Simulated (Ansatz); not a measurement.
## CsCl-type CoAl

Level of theory: PBE (PAW; Ansatz, an electronic-structure program).

Numerical settings: plane-wave cutoff 520 eV, 16×16×16 k mesh, Fermi–Dirac smearing 0.1 eV, perturbation theory, force constants from a 4×4×4 q mesh, no spin polarisation, scalar-relativistic PAW data made under PBE.

Cell: relaxed at this level.

For CsCl-type CoAl, the zone-centre TO phonon frequency is 326 cm⁻¹ and the zero-point energy is 0.050 eV/atom.
